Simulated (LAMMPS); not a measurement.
MD of Cu (fcc) at zero pressure over temperature, 4000 atoms; each row names its start.

Method: classical MD, pair style eam/alloy, file AlCu.eam.alloy; code LAMMPS.

```
T (K), start                                 state                    volume                  enthalpy   first peak of g(r)       coordination number                        D(Cu)
-------------  -----------------------------------  ------------------------  ------------------------  -------------------  ------------------------  ---------------------------
100, crystal   crystal; no diffusion seen in 30 ps  11.8726 ± 0.0001 Å³/atom  -3.4987 ± 0.0001 eV/atom  2.55 Å, height 12.4  12.0 (counted to 3.06 Å)                            -
200, crystal   crystal; no diffusion seen in 30 ps  11.9403 ± 0.0001 Å³/atom  -3.4723 ± 0.0001 eV/atom   2.56 Å, height 9.0  12.0 (counted to 3.10 Å)                            -
300, crystal   crystal; no diffusion seen in 30 ps  12.0101 ± 0.0002 Å³/atom  -3.4459 ± 0.0001 eV/atom   2.56 Å, height 7.4  12.0 (counted to 3.10 Å)                            -
810, crystal   crystal; no diffusion seen in 30 ps  12.4186 ± 0.0003 Å³/atom  -3.3037 ± 0.0001 eV/atom   2.56 Å, height 4.4  12.1 (counted to 3.18 Å)                            -
1020, crystal  crystal; no diffusion seen in 30 ps  12.6196 ± 0.0004 Å³/atom  -3.2412 ± 0.0001 eV/atom   2.56 Å, height 3.8  12.1 (counted to 3.22 Å)                            -
1220, crystal  crystal; no diffusion seen in 30 ps    12.841 ± 0.001 Å³/atom  -3.1778 ± 0.0004 eV/atom   2.55 Å, height 3.4  12.2 (counted to 3.26 Å)                            -
1220, melt                                  liquid    13.556 ± 0.002 Å³/atom  -3.0604 ± 0.0004 eV/atom   2.50 Å, height 2.8  13.0 (counted to 3.50 Å)  (2.89 ± 0.06) × 10^-5 cm²/s
1360, melt                                  liquid  13.7942 ± 0.0005 Å³/atom  -3.0099 ± 0.0001 eV/atom   2.49 Å, height 2.7  13.1 (counted to 3.54 Å)  (4.13 ± 0.04) × 10^-5 cm²/s
1490, melt                                  liquid    14.027 ± 0.001 Å³/atom  -2.9635 ± 0.0002 eV/atom   2.50 Å, height 2.5  12.9 (counted to 3.54 Å)  (5.06 ± 0.01) × 10^-5 cm²/s
1700, melt                                  liquid    14.409 ± 0.004 Å³/atom  -2.8901 ± 0.0004 eV/atom   2.49 Å, height 2.4  12.6 (counted to 3.54 Å)  (7.56 ± 0.04) × 10^-5 cm²/s
1900, melt                                  liquid    14.806 ± 0.003 Å³/atom  -2.8203 ± 0.0004 eV/atom   2.48 Å, height 2.3  12.6 (counted to 3.58 Å)  (9.48 ± 0.07) × 10^-5 cm²/s
```

Measured linear expansion coefficient: 16.50 1e-6/K at 293 K (Kaye and Laby Online (NPL), 2.3.5 Thermal expansion).

Measured melting point: 1358 K (Wikipedia, Melting points of the elements (data page)).

From the crystal rows between 100 and 300 K, estimate the mean linear expansion coefficient and the heat capacity. The slope of ln V over three gives 19 × 10^-6 /K, and dH/dT = 3.1 kB/atom. Nuclei are classical here, so the heat capacity stays near 3 kB/atom, where a real crystal's falls off below its Debye temperature.

Fit an Arrhenius law to the diffusion of Cu in the liquid. ln D against 1/T from 1220 to 1900 K gives an activation energy of 0.35 eV and D0 = 0.00081 cm²/s.

States go by the mean squared displacement: a species diffuses where it passes 1.5 Å², still rises and gives D over 1e-6 cm²/s; a crystal has left its structure where atoms lie 0.35 Å off their sites on average or a cubic box changes its shape by 3 %, or the axial ratios of another lie 8 % off the starting cell's, which the potential's own relaxation can also do.

Errors of D are the spread over four groups of atoms in one short run; a floor of about 5 %, a picked value, is safer.

Uncertainties are statistical and leave out the potential's own error.
